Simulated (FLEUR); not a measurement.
A self-consistent single point of MnSi (P2_13, 8 atoms in the cell) with FLEUR.

Computed with PBE, all-electron FLAPW (FLEUR), scalar-relativistic valence.

The change in words: lattice scaled by 0.98. Reference geometry:
```yaml
crystal:
  lattice:
    - [4.48425, 0.00000, 0.00000]
    - [0.00000, 4.48425, 0.00000]
    - [0.00000, 0.00000, 4.48425]
  atoms:
    - { symbol: Mn, position: [0.36354, 0.13646, 0.86354], spin: 4.0 }
    - { symbol: Mn, position: [0.13646, 0.86354, 0.36354], spin: 4.0 }
    - { symbol: Mn, position: [0.86354, 0.36354, 0.13646], spin: 4.0 }
    - { symbol: Mn, position: [0.63646, 0.63646, 0.63646], spin: 4.0 }
    - { symbol: Si, position: [0.65422, 0.84578, 0.15422] }
    - { symbol: Si, position: [0.84578, 0.15422, 0.65422] }
    - { symbol: Si, position: [0.15422, 0.65422, 0.84578] }
    - { symbol: Si, position: [0.34578, 0.34578, 0.34578] }
```
(The spins are starting values, not results.)

Reference input (self-consistent single point, DFT, PBE, all-electron FLAPW (FLEUR), scalar-relativistic valence): Kmax = 4.2 1/bohr; GmaxXC = 14.7 1/bohr; xcFunctional = pbe; jspins = 2; l_soc = F; mode = hist; fermiSmearingEnergy = 0.00183747 Htr; mesh (inpgen div1-3) = 5 5 5; inpgen gamma flag = false; Gmax = 14.7 1/bohr; numbands = 0; maxIterBroyd = 99. This run's input differs from it in these lines:

```diff
@@ -3,5 +3,5 @@
 &input film=f /
-8.4740043744 0.0000000000 0.0000000000
-0.0000000000 8.4740043744 0.0000000000
-0.0000000000 0.0000000000 8.4740043744
+8.3045242869 0.0000000000 0.0000000000
+0.0000000000 8.3045242869 0.0000000000
+0.0000000000 0.0000000000 8.3045242869
 1.0
@@ -49,5 +49,5 @@
          <bravaisMatrix>
-            <row-1>    8.4740043743999998     0.0000000000000000     0.0000000000000000</row-1>
-            <row-2>    0.0000000000000000     8.4740043743999998     0.0000000000000000</row-2>
-            <row-3>    0.0000000000000000     0.0000000000000000     8.4740043743999998</row-3>
+            <row-1>    8.3045242868999996     0.0000000000000000     0.0000000000000000</row-1>
+            <row-2>    0.0000000000000000     8.3045242868999996     0.0000000000000000</row-2>
+            <row-3>    0.0000000000000000     0.0000000000000000     8.3045242868999996</row-3>
          </bravaisMatrix>
```

Output (repeated stretches shortened):

```
 Iteration:     1   Distance:      35.80279220 me/bohr^3
 Iteration:     2   Distance:      34.09025647 me/bohr^3
 Iteration:     3   Distance:      12.83016918 me/bohr^3
 Iteration:     4   Distance:      10.71701061 me/bohr^3
 Iteration:     5   Distance:      10.13045061 me/bohr^3
   [... 23 lines left out ...]
 Iteration:    29   Distance:       0.00031702 me/bohr^3
 Iteration:    30   Distance:       0.00001653 me/bohr^3
 Iteration:    31   Distance:       0.00002484 me/bohr^3
 Iteration:    32   Distance:       0.00000644 me/bohr^3
 Reset of history
 Run finished successfully
 Stop message:
   Structural relaxation: new displacements generated

[file out, last iteration]
             iter=     33
[...]
          total density-effective poten   -9.1478347319E+03
          total charge density-energy d   -2.9343536412E+02
 Updated energy parameters for spin:           1
 Updated energy parameters for spin:           2
[...]
 fermi energy and band-weighting factors:
    0.870106    0.900062

[...]
FERMIE:
          first approx. to ef    (T=0)  :   0.496745 htr   (energy of the highest occ. eigenvalue)
          number of occ. states  (T=0)  :        832
          first approx. to seigv (T=0)  : -33.728662 htr
          sum of weights of occ. states :  76.104000
          sum of semicore charge        :   0.000000 e
FERHIS:  Fermi-Energy by histogram:
   [... lines left out ...]
          bandgap                     :   0.000676 htr
          charge neutrality (T=0)     :   0.104000    (zero if the highest occ. eigenvalue is "entirely" occupied)
     EF_NEWTON:  Adjust Fermi-Energy by Newton-Method.
 Direct bandgap for spin            1 :    6.1915904781688624E-003  Htr
 Direct bandgap for spin            2 :    3.0513834495727865E-003  Htr
 ---->    free energy=                     -5794.8865631721 htr
   [... lines left out ...]
SPIN-2 FORCE FOR ATOM TYPE=  2  X= -2.872   Y= -1.281   Z=  1.281      FX_SP =-0.000504 FY_SP = 0.000504 FZ_SP =-0.000504
 ***** TOTAL FORCES ON ATOMS *****
 TOTAL FORCE FOR ATOM TYPE=  1  X=  3.019   Y=  1.133   Z= -1.133
                       FX_TOT=-0.004370 FY_TOT= 0.004370 FZ_TOT=-0.004370
 TOTAL FORCE FOR ATOM TYPE=  2  X= -2.872   Y= -1.281   Z=  1.281
                       FX_TOT= 0.000388 FY_TOT=-0.000388 FZ_TOT= 0.000388
```

The run converged in 32 iterations. FLEUR gives forces in its relaxation mode, with a further iteration, so its stop message speaks of a relaxation. Against the reference run the free energy goes up by 54.4 meV/atom, the largest force goes from 0.110 to 0.389 eV/Å and the size of the net moment goes from 0.47 to 0.43 μB/atom.

The starting cell comes from a database of computed structures (which also holds hypothetical and non-ambient phases and stackings), without a prior relaxation at this level. For this run, on top of that: lattice scaled by 0.98. The moments shrank to a small part of their start, a low-spin state that need not be the lowest. Values depend on the basis (sphere radii, cutoffs, local orbitals), which need not be converged. The log's line on a gap gives a spacing of levels on this mesh, which the program prints for metals too.

Cost on one core of a shared machine: roughly 8 min.
